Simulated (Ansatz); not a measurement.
An Ansatz (a quantum-chemistry and plane-wave program) run: C with a change (uniaxial strain ε_zz = +1.50 %); r2SCAN, PAW, 500 eV (Ansatz; no spin-orbit coupling).

Input:

Ansatz 0.2 input:
```yaml
crystal:
  lattice:
    - [0, 1.7801402754, 1.8068423795]
    - [1.7801402754, 0, 1.8068423795]
    - [1.7801402754, 1.7801402754, 0]
  atoms:
    - { symbol: C, position: [0, 0, 0] }
    - { symbol: C, position: [0.25, 0.25, 0.25] }
basis: { ecutwfc: 500, ecutrho_ratio: 4, xc_grid: 4, fft_grid_basis: typed }
kpoints: { mp_grid: { grid: [16, 16, 16] } }
hamiltonian:
  xc: r2scan
  dispersion: none
  pseudopotentials: { kind: paw }
scf: { occupations: { method: fermi_dirac, width: 0.05 }, convergence: { dr2_threshold: 0.0000000002 } }
relax: { f_tol: 0.005, max_steps: 50 }
output: { forces: true, stress: true }
checkpoint: { write: state.ck, write_every: 1000 }
```

Output:

```
Relaxation: its limit of steps is 50 (relax.max_steps)
WARN ansatz: RAYON_NUM_THREADS=1 ignored (pool sized by the plan → 1); use --threads N
Pseudopotentials: kind: paw
Pseudopotential: C, paw, valence charge 4
Functional definition: r2SCAN
Crystal: 2 atoms, lattice volume = 11.451 Å³
Basis set: ecut = 500 eV, 283 PW (Γ), exchange–correlation on 80×80×80 points (64 copies of the dense FFT grid, shifted against one another)
Bands: 8, of which v1, the nominal top of the filled ones, is band 4 counted from 1 (3 counted from 0)
Symmetry: 16 space group operations
Space group: I41/amd (ITA 141), of the structure as read, at distance tolerance 2.3e-5 Å
k-points: 349 of 4096
PAW frozen core: C, regenerated for the run's functional
Initial density: superposition of atomic densities (neutral atoms: chi_scale 0, normalization atom), corrected by the library's trained network
Initial wavefunctions: pseudopotential atomic-orbital guess
Eigensolver: davidson
Functional: x = r2scan, c = r2scan; τ floored in thin density (d = 2e-4 eV/Å³)
SCF iter   1: F=—  HF=-503.047990 eV  |F-HF|=—  |Δ(HF+E_count)|=         —  Δρ=8.85e-3  dr2=2.40e-3  dr2_τ=3.71e-1  ethr=1.77e-3  ⟨swp⟩=5.0  Hψ=18652  notcnv=0
all-band conjugate gradients solve this SCF's bands
preconditioner: auto → none
SCF iter   2: F=—  HF=-503.102788 eV  |F-HF|=—  |Δ(HF+E_count)|=   5.48e-2  Δρ=5.56e-3  dr2=9.80e-4  dr2_τ=5.65e-5  ethr=3.00e-5  ⟨swp⟩=2.0  Hψ=8376  notcnv=0
SCF iter   3: F=—  HF=-503.102812 eV  |F-HF|=—  |Δ(HF+E_count)|=   2.43e-5  Δρ=1.88e-3  dr2=1.20e-4  dr2_τ=1.61e-5  ethr=1.22e-5  ⟨swp⟩=2.0  Hψ=4012  notcnv=0
SCF iter   4: F=—  HF=-503.102846 eV  |F-HF|=—  |Δ(HF+E_count)|=   3.36e-5  Δρ=4.04e-4  dr2=5.57e-6  dr2_τ=3.50e-7  ethr=1.51e-6  ⟨swp⟩=1.3  Hψ=3023  notcnv=0
SCF iter   5: F=—  HF=-503.102848 eV  |F-HF|=—  |Δ(HF+E_count)|=   2.45e-6  Δρ=9.93e-5  dr2=3.40e-7  dr2_τ=3.69e-8  ethr=6.96e-8  ⟨swp⟩=1.4  Hψ=3171  notcnv=0
SCF iter   6: F=—  HF=-503.102848 eV  |F-HF|=—  |Δ(HF+E_count)|=   2.69e-7  Δρ=6.19e-6  dr2=1.24e-9  dr2_τ=1.86e-10  ethr=4.25e-9  ⟨swp⟩=2.3  Hψ=4191  notcnv=0
SCF iter   7: F=-503.102848 eV  HF=-503.102848 eV  |F-HF|=1.11e-11  |Δ(HF+E_count)|=   1.24e-9  Δρ=6.76e-7  dr2=1.51e-11  dr2_τ=2.34e-12  ethr=2.50e-12  ⟨swp⟩=4.7  Hψ=8735  notcnv=0
SCF 1 converged in 7 iterations: F = -503.102848 eV  dr2 = 1.51e-11
relax step   1: F+E_penalty+E_count = -503.10284846 eV  Δ(F+E_penalty+E_count) = +0.000e0 eV  max|allowed force component| = 2.776e-17 eV/Å  Δτ_max = 0.0000 Å  (7 SCF iters, accepted)
Crystal: 2 atoms, lattice volume = 11.451 Å³
Initial density: handed on by an earlier stage of this run
Initial wavefunctions: those handed on with the density
iter 1 solved again at ethr=1.00e-12 eV; its pass at ethr=3.10e-3 eV (dr2=1.51e-11 eV) is discarded
SCF iter   1: F=—  HF=-503.102848 eV  |F-HF|=—  |Δ(HF+E_count)|=         —  Δρ=6.75e-7  dr2=1.51e-11  dr2_τ=2.34e-12  ethr=1.00e-12  ⟨swp⟩=1.0  Hψ=20389  notcnv=0
preconditioner: auto → none
SCF iter   2: F=-503.102848 eV  HF=-503.102848 eV  |F-HF|=3.35e-12  |Δ(HF+E_count)|=  8.64e-12  Δρ=3.38e-7  dr2=3.75e-12  dr2_τ=4.76e-13  ethr=1.00e-12  ⟨swp⟩=3.0  Hψ=6980  notcnv=0
SCF 2 converged in 2 iterations: F = -503.102848 eV  dr2 = 3.75e-12
the relaxation is at rest under the 16 symmetry operations that the run kept from its start: a minimum is not shown …
SCF converged after 2 iterations
Free energy (F): -503.102848 eV
Harris-Foulkes:  -503.102848 eV  (|F-HF|=3.35e-12)
Internal energy: -503.102848 eV  (E = F + TS)
E sigma→0 (E₀):  -503.102848 eV
Fermi energy:    15.243065 eV
--- Per-component energies (eV) ---
  E_band       = 29.390386
  E_kinetic    = 183.469442
  E_local      = -121.781146  (includes V_loc(G=0)·N_el)
  E_nonlocal   = 52.402448
  E_hartree    = 26.795716
  E_xc         = -95.683775
  E_vxc        = -132.209250  (∫ρ·V_xc dr)
  E_paw        = -201.377308  (= ΣΔE_a)
  E_vpaw       = -13.061121  (= ΣTr[D̂ρ^β])
  E_aug_tail   = 0.000008  (compensation charges beyond the density's cutoff)
  E_vtau       = 6.978573  (kinetic-family band-sum trace: ∫τ·v_τ [+ j·A + Jᵃ·Aᵃ] dr)
  E_ewald      = -346.878686
  E_core_change = -0.049547  (= ΣΔE_core)
  E_smearing   = -0.000000  (= −TS)
  E_closure    = 0.000000  (closes the sum)
  Σ components = -503.102848   (vs F -503.102848, Δ=0.00e0)
  [band-id]    e_kinetic+e_local+e_nonlocal+2·e_hartree+e_vxc+e_vpaw+e_augmentation_tail+e_vtau = 29.390386   (vs E_band 29.390386, Δ=2.39e-7)
--- Forces (eV/Å), atoms counted from 1 ---
  atom   1  C      0.00000000    -0.00000000     0.00000000
  atom   2  C      0.00000000    -0.00000000     0.00000000
  max |Σ_I F_I| component: 2.22e-16 eV/Å
--- Stress (GPa, compression-positive) ---
       -1.599294       0.000000       0.000000
        0.000000      -1.599294      -0.000000
        0.000000       0.000000     -16.344857
  P = ⅓ Tr σ = -6.5145 GPa (-65.145 kbar)
  The stress holds the Pulay correction. Without it, at fixed plane waves, as pw.x and ABINIT print it: P = -6.5871 GPa
  The stress includes an estimate of the error left by incomplete SCF convergence (largest component -0.0000 GPa).
--- Band table ---
  band table: none
--- Relaxed structure (1 steps of the walk, 1 accepted, 0 SCFs on fresh bases) ---
  F+E_penalty+E_count = -503.10284846 eV   max|allowed force component| = 2.776e-17 eV/Å
  atoms:
    - { symbol: C, position: [0.0, 0.0, 0.0] }
    - { symbol: C, position: [0.24999999999999997, 0.24999999999999997, 0.24999999999999997] }
```

No phonon test of stability was made. The cell was made from C in the diamond structure (space group Fd-3m, No. 227) by this change: uniaxial strain ε_zz = +1.50 %.
